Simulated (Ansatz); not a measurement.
## InP under a change: biaxial strain +1.67 %, plane normal [111], relaxed out of plane

Start from InP in the zinc blende structure (space group F-43m, No. 216; a = 5.8269 Å). Axes: x, y, z lie along the cube axes.

Now apply this change: biaxial strain +1.67 %, plane normal [111], relaxed out of plane (Cartesian); in-plane vectors clamped, the third vector and the atoms free.

Calculations: Kohn–Sham DFT with the LDA functional, run in Ansatz (an electronic-structure program) with PAW and 420 eV plane waves, no SOC. Γ-centred 10×10×10 mesh, Fermi–Dirac width 0.05 eV.

```json
[
 {"quantity": "volume per atom", "base": "24.73 Å³", "changed": "25.31 Å³", "shift": "+0.575 Å³"},
 {"quantity": "space group", "base": "F-43m (No. 216)", "changed": "R3m (No. 160)", "shift": "–"},
 {"quantity": "shortest interatomic distance", "base": "2.523 Å", "changed": "2.528 Å", "shift": "+0.005 Å"},
 {"quantity": "energy relative to the base (free energy F)", "base": "0 meV/atom", "changed": "+6.2 meV/atom", "shift": "+6.2 meV/atom"},
 {"quantity": "pressure (mean of the normal stresses, compression positive)", "base": "0.00 GPa", "changed": "-1.56 GPa", "shift": "-1.56 GPa"},
 {"quantity": "band gap (an upper bound: an edge found on the path is not a true extremum; the changed cell)", "base": "0.58 eV", "changed": "0.34 eV", "shift": "-0.24 eV"},
 {"quantity": "out-of-plane strain", "base": "–", "changed": "-1.01 %", "shift": "–"},
 {"quantity": "ratio −ε⊥/ε∥", "base": "–", "changed": "0.60", "shift": "–"}
]
```

Whether these cells are dynamically stable was not tested.
